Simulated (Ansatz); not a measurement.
Consider CdTe in the wurtzite structure (space group P6_3mc, No. 186; a = 4.6321 Å, c = 7.5967 Å; a cell from a computed database, its experimental status unchecked). Axes: x lies along a and z along c of the hexagonal cell.

Calculations: plane-wave PAW DFT at the r2SCAN level (Ansatz, a first-principles code, 500 eV), no SOC, earlier PAW set.

Strains are applied to the cell and any free atomic positions relax; under biaxial strain the out-of-plane vector relaxes too.

One change was made to it. Results:

```json
[
 {"quantity": "electron mass", "base": "0.086 mₑ along c, 0.097 mₑ across (at Γ)", "after": "0.082 mₑ along z, 0.090 mₑ across (at Γ)"},
 {"quantity": "valence-band top at Γ (three highest levels, from the VBM)", "base": "0.00, 0.00, -0.07 eV", "after": "0.00, -0.06, -0.09 eV"},
 {"quantity": "shortest interatomic distance", "base": "2.839 Å", "after": "2.871 Å"}
]
```

**Question.** Which of these changes matches the shifts?
A. biaxial strain −3.87 %, plane normal [001], relaxed out of plane
B. strain tensor (xx, yy, zz, yz, xz, xy) = (+2.28, +1.79, −0.19, +0.81, +0.22, −0.59) %
C. uniaxial strain ε_xx = +1.00 %
D. biaxial strain +1.82 %, plane normal [001], relaxed out of plane
E. isotropic strain +0.77 %

**Answer.** B, strain tensor (xx, yy, zz, yz, xz, xy) = (+2.28, +1.79, −0.19, +0.81, +0.22, −0.59) %. For comparison, the electron mass in the other runs: biaxial strain −3.87 %, plane normal [001], relaxed out of plane gives 0.080 mₑ out of plane, 0.11 mₑ in plane (at Γ); biaxial strain +1.82 %, plane normal [001], relaxed out of plane gives 0.085 mₑ out of plane, 0.092 mₑ in plane (at Γ); uniaxial strain ε_xx = +1.00 % gives 0.085 mₑ along z, 0.095 mₑ across (at Γ); isotropic strain +0.77 % gives 0.083 mₑ along c, 0.093 mₑ across (at Γ).

With Te present, leaving out spin-orbit coupling can change the band edges. The levels and masses belong to the bands next to the band gap. Effective masses come from finite differences of ±0.01 Å⁻¹. Whether these cells are dynamically stable was not tested. This is not the structure that CdTe has at room temperature and ambient pressure.
